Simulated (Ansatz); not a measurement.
The starting structures come from a database of crystals and need not be the phases stable at ambient conditions.

 Where the default PAW files enter, the runs use the earlier of Ansatz's two default sets.

Evanescent states of Ba(CuS)$_{2}$ (I4/mmm, not sure to be the ambient phase, 5 atoms a cell, 19.3 Å³ an atom) along the normal of (110)

Level of theory: r2SCAN (plane waves, PAW; Ansatz, an electronic-structure program).

The gap is the functional's own. No spin-orbit coupling. Mid-gap values are interpolated on the energy grid.

Energies count from the valence-band top; κ is the least over a 6×6 mesh across the current.

```tsv
E (eV)	κ (1/Å)	where
0.03	0.047	Γ
0.09	0.077	Γ
0.15	0.092	Γ
0.21	…	Γ
0.27	…	Γ
0.33	…	Γ
0.39	…	Γ
0.45	…	Γ
0.51	…	Γ
0.57	0.085	Γ
0.63	0.071	Γ
0.69	0.049	Γ
```

Some entries are withheld; supply them.


- 0.21, κ (1/Å): 0.102
- 0.27, κ (1/Å): 0.107
- 0.33, κ (1/Å): 0.108
- 0.39, κ (1/Å): 0.107
- 0.45, κ (1/Å): 0.103
- 0.51, κ (1/Å): 0.096
